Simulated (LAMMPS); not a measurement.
MD of Ni (fcc) at zero pressure, 2048 atoms, as a liquid; each row is its own run.

All values are model results, not measurements: classical MD, pair style meam, file library.meam (library.meam-Ni) (LAMMPS).

```
T (K)  D(Ni) (cm²/s)
-----  -------------
1380         2.16e-6
1560         4.94e-6
1900         1.41e-5
2160         2.35e-5
2420         3.86e-5
2760         6.21e-5
```

Fit an Arrhenius law, ln y = a + b / x, to these rows (x is the first column, y the second) and predict the run at x = 1730.

Least squares gives a = -6.3695 and b = -9175. The slope times kB gives an activation energy of 0.79 eV. At x = 1730 the fit predicts 8.52e-6 cm²/s. The run itself gave (9.0 ± 0.2) × 10^-6 cm²/s, so the fit is 5.4 % low.

Caution: the potential MEAM library.meam-Ni is a first-neighbour MEAM set with a 4 Å cutoff, used here without a parameter file and away from the static properties it was fitted to.

Caution (rows 1380; 1560; 1730; 1900): this liquid lies under the melting point of about 2130 K that MEAM library.meam-Ni gives, so it is undercooled.

Errors of D are the spread over four groups of atoms in one short run; a floor of about 5 %, a picked value, is safer.
